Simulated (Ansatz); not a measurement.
## Bi2SO2 (model structure, started from the La2SO2 type, P-3m1, No. 164, 5 atoms in the cell)

The numbers are results of LDA in Ansatz (PAW), not measurements.

Settings: plane-wave cutoff 520 eV, 12×12×6 k mesh (along the axes of the cell as run), Fermi–Dirac smearing 0.01 eV, scalar-relativistic PAW data made under PBE.

Cell (relaxed at this level):

```cif
data_Bi2O2S
_chemical_formula_sum 'Bi2 S1 O2'
_space_group_name_H-M_alt 'P-3m1'
_space_group_IT_number 164
_space_group_name_Hall '-P 3 2"'
_cell_length_a 3.90758
_cell_length_b 3.90758
_cell_length_c 6.71305
_cell_angle_alpha 90.000
_cell_angle_beta 90.000
_cell_angle_gamma 120.000
loop_
_atom_site_label
_atom_site_type_symbol
_atom_site_symmetry_multiplicity
_atom_site_Wyckoff_symbol
_atom_site_fract_x
_atom_site_fract_y
_atom_site_fract_z
_atom_site_occupancy
Bi1 Bi 2 d 0.33333 0.66667 0.22303 1
S1 S 1 b 0.00000 0.00000 0.50000 1
O1 O 2 d 0.66667 0.33333 0.12180 1
```

```yaml
band_gap: 1.63 eV (on the SCF k mesh)
"Γ–Γ gap": 2.66 eV
bulk_modulus: 114 GPa
```

Note: the bulk modulus is −V dP/dV from two relaxed cells at ±2 % in volume; the relaxation could raise the start's symmetry but not lower it, so the cell can be a saddle point.

Spin–orbit coupling is not included; with these elements it can move the gap by several tenths of an eV or more.

Static lattice: no zero-point or thermal effects.

A model structure was made by putting elements into a prototype or built by hand; it is no filed structure, need not be a known phase, and can be a saddle point held by its symmetry.

Ansatz is a program for electronic structure.
